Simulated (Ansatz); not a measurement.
**Fermi-surface data of RuAl (R-3m)**

Consider the following.

```
AlRu
1.0
    2.97488    -0.00351    -0.00351
   -0.00351     2.97488    -0.00351
   -0.00351    -0.00351     2.97488
Al Ru
1 1
Cartesian
  0.00000   0.00000   0.00000
  1.48393   1.48393   1.48393
```

Calculation: PBEsol, rigid bands (plane waves, PAW, scalar-relativistic; Ansatz, a program for electronic structure). Condition of this run: uniaxial stress along [111] of 1 GPa (compression positive) (the target of the relaxation). How the cell was made: cell and atoms relaxed with PBEsol, then loaded as said.

```yaml
density of states at the Fermi level: 1.59 states/(eV·cell), both spins
bare Sommerfeld coefficient: 1.87 mJ/(mol of atoms·K²)
drude_plasma_energy: 7.9 eV
root-mean-square Fermi velocity: 6.3e5 m/s
resistivity times τ: 7.9 ×10⁻²² Ω·m·s
```

A metal at this level (no band gap); rigid bands, thermally averaged at 300 K, both spins. Spin-orbit coupling is left out. τ is one relaxation time for all states.
